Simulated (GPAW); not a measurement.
Band structure of RbBr (Fm-3m, 2 atoms in the cell).

```
RbBr
1.0
    0.00000     3.42312     3.42312
    3.42312     0.00000     3.42312
    3.42312     3.42312     0.00000
Rb Br
1 1
Direct
  0.00000   0.00000   0.00000
  0.50000   0.50000   0.50000
```

Method of the run: PBE, GPAW PAW datasets PBE (gpaw-data 1.0.1) (plane waves; GPAW).

Settings: mode = pw; ecut = 550 eV; xc = PBE; kpts = 7 7 7; mesh shift (steps) = 0 0 0; occupations.name = fermi-dirac; occupations.width = 0.05 eV; nbands = -6; convergence.density = 1e-05 e/electron; convergence.energy = 1e-05 eV/electron; convergence.bands = -4; symmetry.symmorphic = false; symmetry.tolerance = 0.0005; maxiter = 120.

The starting cell comes from a database of computed structures (which also holds hypothetical and non-ambient phases and stackings), without a prior relaxation at this level. Its lattice was rescaled by a random factor within 2.5 % of one.

Predict the gap along the standard path and the places of the band edges.

The gap along the path is 4.38 eV, direct at Γ to within 0.01 eV.

Levels in eV from the top of the valence band on the SCF mesh, bands 5 to 12:
| point | 5 | 6 | 7 | 8 | 9 | 10 | 11 | 12 |
|---|---|---|---|---|---|---|---|---|
| Γ | -8.49 | 0.00 | 0.00 | 0.00 | 4.38 | 7.29 | 7.29 | 7.29 |
| X | -8.56 | -0.47 | -0.16 | -0.16 | 5.61 | 7.15 | 9.22 | 9.23 |
| W | -8.47 | -0.50 | -0.35 | -0.35 | 7.09 | 7.09 | 8.28 | 8.64 |
| K | -8.52 | -0.49 | -0.41 | -0.27 | 6.35 | 8.15 | 8.17 | 8.88 |
| L | -8.44 | -0.99 | -0.36 | -0.36 | 6.83 | 7.73 | 9.51 | 9.51 |
| U | -8.52 | -0.49 | -0.41 | -0.27 | 6.35 | 8.15 | 8.17 | 8.88 |
